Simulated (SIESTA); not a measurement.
## Worked example: self-consistent single point of Hf6CoBi2 (P-62m, 9 atoms in the cell) in SIESTA

Computed with LDA PW92, numerical atomic orbitals TZP, PseudoDojo LDA standard norm-conserving potentials (rewritten from UPF to PSML) (SIESTA).

Input:

```
# files in the folder: Hf.psml Co.psml Bi.psml (PseudoDojo LDA standard)
SystemName  Hf6CoBi2
SystemLabel siesta

NumberOfAtoms                9
NumberOfSpecies              3
%block ChemicalSpeciesLabel
  1 72 Hf
  2 27 Co
  3 83 Bi
%endblock ChemicalSpeciesLabel
LatticeConstant              1.0 Bohr
%block LatticeVectors
    14.744701471    0.000000000    0.000000000
    -7.372350735   12.769285715    0.000000000
     0.000000000    0.000000000    6.829829262
%endblock LatticeVectors
AtomicCoordinatesFormat      Ang
%block AtomicCoordinatesAndAtomicSpecies
     4.770797286    0.000000000    1.807095000  1
     1.515881357    2.625583460    1.807095000  1
    -2.385398643    4.131631540    1.807095000  1
     1.821039478    0.000000000    0.000000000  1
     2.990760261    5.180148591    0.000000000  1
    -0.910519739    1.577066409    0.000000000  1
     0.000000000    0.000000000    1.807095000  2
    -0.000003901    4.504812252    0.000000000  3
     3.901283901    2.252402748    0.000000000  3
%endblock AtomicCoordinatesAndAtomicSpecies

XC.functional                LDA
XC.authors                   PW92
PAO.BasisSize                TZP
PAO.EnergyShift              0.005 Ry
MeshCutoff                   350 Ry
%block kgrid.MonkhorstPack
    3   0   0  0.0
    0   3   0  0.0
    0   0   6  0.0
%endblock kgrid.MonkhorstPack
OccupationFunction           FD
ElectronicTemperature        50.0 meV

MaxSCFIterations             150
SCF.Mixer.Method             Pulay
SCF.Mixer.Weight             0.2
SCF.Mixer.History            6
SCF.DM.Tolerance             1.0E-04
Diag.ParallelOverK           true
WriteForces                  true
```

Log, with long lists cut:

```
reinit: Reading from file input.fdf

reinit: System Name: Hf6CoBi2
reinit: System Label: siesta

coor:   Atomic-coordinates input format  =     Cartesian coordinates
coor:                                          (in Angstroms)

siesta: Atomic coordinates (Bohr) and species
siesta:      9.01550   0.00000   3.41491  1        1
siesta:      2.86460   4.96163   3.41491  1        2
siesta:     -4.50775   7.80765   3.41491  1        3
siesta:      3.44127   0.00000   0.00000  1        4
siesta:      5.65172   9.78906   0.00000  1        5
siesta:     -1.72063   2.98022   0.00000  1        6
siesta:      0.00000   0.00000   3.41491  2        7
siesta:     -0.00001   8.51286   0.00000  3        8
siesta:      7.37236   4.25642   0.00000  3        9

siesta: System type = bulk

initatomlists: Number of atoms, orbitals, and projectors:      9   219   274

siesta: ******************** Simulation parameters ****************************
redata: Spin configuration                          = none
redata: Time-Reversal Symmetry                      = T
redata: Number of Atomic Species                    =        3
redata: Mesh Cutoff                                 =   350.0000 Ry
redata: Net charge of the system                    =     0.0000 |e|
redata: Min. number of SCF Iter                     =        0
redata: Max. number of SCF Iter                     =      150
redata: SCF convergence failure will abort job
redata: SCF mix quantity                            = Hamiltonian
redata: Mix DM or H after convergence               =   F
redata: Recompute H after scf cycle                 =   F
redata: Mix DM in first SCF step                    =   T
redata: No kicks to SCF
redata: DM Mixing Weight for Kicks                  =     0.5000
redata: Require Harris convergence for SCF          =   F
redata: Harris energy tolerance for SCF             =     0.000100 eV
redata: Require DM convergence for SCF              =   T
   [... lines left out ...]
diag: Parallel distribution                         =     1 x     1
diag: Used triangular part                          = Lower
diag: Absolute tolerance                            =  0.100E-15
diag: Orthogonalization factor                      =  0.100E-05
diag: Memory factor                                 =  1.0000

superc: Internal auxiliary supercell:     5 x     5 x     5  =     125
superc: Number of atoms, orbitals, and projectors:   1125  27375  34250

                        Single-point calculation

superc: Internal auxiliary supercell:     5 x     5 x     5  =     125
superc: Number of atoms, orbitals, and projectors:   1125  27375  34250

outcell: Unit cell vectors (Ang):
        7.802560    0.000000    0.000000
       -3.901280    6.757215    0.000000
        0.000000    0.000000    3.614190

outcell: Cell vector modules (Ang)   :    7.802560    7.802560    3.614190
outcell: Cell angles (23,13,12) (deg):     90.0000     90.0000    120.0000
outcell: Cell volume (Ang**3)        :    190.5530
new_DM -- step:     1
Initializing Density Matrix...

Attempting to read DM from file... Failed...
DM filled with atomic data:

InitMesh: MESH = 80 x 80 x 48 = 307200
InitMesh: Mesh cutoff (required, used) =   350.000   387.388 Ry

stepf: Fermi-Dirac step function
        iscf     Eharris(eV)        E_KS(eV)     FreeEng(eV)     dDmax    Ef(eV) dHmax(eV)
   scf:    1   -17771.367990   -17813.109402   -17813.145025  1.640945 -3.927806  6.237878
   scf:    2   -17804.943521   -17813.394599   -17813.435876  0.474465 -3.810164 15.510075
   scf:    3   -17813.481897   -17816.914965   -17816.947510  0.215676 -4.041690  4.368833
   scf:    4   -17818.243530   -17818.031768   -17818.068971  0.124336 -4.074619  2.228176
   scf:    5   -17818.717784   -17818.454789   -17818.495380  0.130197 -4.271045  1.075016
   scf:    6   -17818.270251   -17818.434321   -17818.473604  0.041287 -4.302918  1.663928
   [... 3 lines left out ...]
   scf:   10   -17818.489073   -17818.489120   -17818.529332  0.000714 -4.296378  0.007858
   scf:   11   -17818.489120   -17818.489120   -17818.529335  0.000435 -4.296694  0.001703
   scf:   12   -17818.489120   -17818.489120   -17818.529335  0.000070 -4.296779  0.001599
   scf:   13   -17818.489122   -17818.489121   -17818.529335  0.000109 -4.296901  0.001039
   scf:   14   -17818.489123   -17818.489122   -17818.529335  0.000063 -4.297006  0.000416
SCF Convergence by DM+H criterion
max |DM_out - DM_in|         :     0.0000626994
max |H_out - H_in|      (eV) :     0.0004164333
SCF cycle converged after 14 iterations

Using DM_out to compute the final energy and forces

siesta: E_KS(eV) =           -17818.4891

siesta: E_KS - E_eggbox =    -17818.4891

siesta: Atomic forces (eV/Ang):
     1    0.272840   -0.000008   -0.000000
     2   -0.136412   -0.236273    0.000000
     3   -0.136427    0.236282    0.000000
     4   -0.282046    0.000012    0.000000
     5    0.141013    0.244241    0.000000
     6    0.141033   -0.244252    0.000000
     7   -0.000001   -0.000001   -0.000000
     8    0.000029   -0.000017   -0.000000
     9   -0.000030    0.000017   -0.000000
   Tot    0.000000    0.000000   -0.000000
   Max    0.282046
   Res    0.130803    sqrt( Sum f_i^2 / 3N )
   Max    0.282046    constrained

Stress tensor Voigt[x,y,z,yz,xz,xy] (kbar):       68.12       68.12       68.47       -0.00        0.00        0.00
(Free)E + p*V (eV/cell)   -17826.6448
Target enthalpy (eV/cell)   -17818.5293

siesta: Program's energy decomposition (eV):
siesta: Ebs     =     -3497.791234
siesta: Eions   =     21337.119499
siesta: Ena     =      2199.261832
siesta: Ekin    =      6314.881792
siesta: Enl     =      -924.194141
siesta: Eso     =         0.000000
siesta: Edftu   =         0.000000
siesta: DEna    =       141.210989
siesta: DUscf   =         4.198308
siesta: DUext   =         0.000000
siesta: Ex      =     -3856.623234
siesta: Ec      =      -360.105169
siesta: Exc     =     -4216.728403
siesta: Eharris =    -17818.489123
siesta: Etot    =    -17818.489122
siesta: FreeEng =    -17818.529335

siesta: Atomic forces (eV/Ang):
siesta:      1    0.272840   -0.000008   -0.000000
siesta:      2   -0.136412   -0.236273    0.000000
siesta:      3   -0.136427    0.236282    0.000000
siesta:      4   -0.282046    0.000012    0.000000
siesta:      5    0.141013    0.244241    0.000000
siesta:      6    0.141033   -0.244252    0.000000
siesta:      7   -0.000001   -0.000001   -0.000000
siesta:      8    0.000029   -0.000017   -0.000000
siesta:      9   -0.000030    0.000017   -0.000000
siesta: ----------------------------------------
siesta:    Tot    0.000000    0.000000   -0.000000

siesta: Stress tensor (static) (eV/Ang**3):
siesta:     0.042515    0.000000   -0.000000
siesta:     0.000000    0.042515   -0.000000
siesta:     0.000000   -0.000000    0.042736

siesta: Cell volume =        190.553019 Ang**3

siesta: Pressure (static):
siesta:                Solid            Molecule  Units
siesta:          -0.00046385         -0.00051026  Ry/Bohr**3
siesta:          -0.04258876         -0.04684959  eV/Ang**3
siesta:         -68.23471185        -75.06132551  kBar
```

The run converged in 14 iterations.

The starting cell comes from a database of computed structures (which also holds hypothetical and non-ambient phases and stackings), without a prior relaxation at this level. Spin polarisation is off. Values carry the incompleteness of an atom-centred basis. With a pressure of about -7 GPa the cell is away from its equilibrium volume at this level.

Cost on one core of a shared machine: roughly 6 min.
